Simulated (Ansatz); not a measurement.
# CuI under a change: isotropic strain +2.00 %

Take CuI in the zinc blende structure (space group F-43m, No. 216; a = 6.0793 Å) as the base.

Modification: the cell is scaled by 1.0200 in all directions, atoms relaxed at fixed cell.

Computed with DFT with PBE, PAW potentials and a 420 eV plane-wave cutoff in Ansatz (an electronic-structure program), no spin-orbit coupling. k-mesh 9×9×9 (Γ-centred); smearing 0.05 eV (Fermi–Dirac).

The volume per atom grows by 1.719 Å³ (28.09 Å³ → 29.80 Å³) and the shortest interatomic distance increases by 0.053 Å (2.632 Å → 2.685 Å). The energy rises by 11 meV/atom and the pressure falls by 1.98 GPa to -1.99 GPa. The band gap shrinks by 0.14 eV to 0.96 eV and the gap character is still direct at Γ. The mean gap deformation potential ΔEg/Δln V comes out as -2.4 eV and the width of the top valence band shrinks by 0.19 eV to 1.28 eV. The electron mass remains 0.15 mₑ (at Γ) and the valley order (the lowest conduction-band minima on the path, energy above the VBM, named in the base's zone) becomes Γ 0.96 eV; L along ⟨111⟩ 2.08 eV (base: Γ 1.10 eV; L along ⟨111⟩ 2.13 eV).

Final structure:

```
CELL_PARAMETERS angstrom
      0.00000     3.10047     3.10047
      3.10047     0.00000     3.10047
      3.10047     3.10047     0.00000
ATOMIC_POSITIONS crystal
  Cu 0.00000 0.00000 0.00000
  I  0.25000 0.25000 0.25000
```

Cost of the whole job for the changed cell (relaxation, final SCF and bands): about 21 core-seconds (a rough figure).

Spin-orbit coupling, missing from the scalar runs, can matter with I. Masses are band curvatures over ±0.01 Å⁻¹ around the edge. Stability against distortions was not tested. The final runs are not spin-polarised.
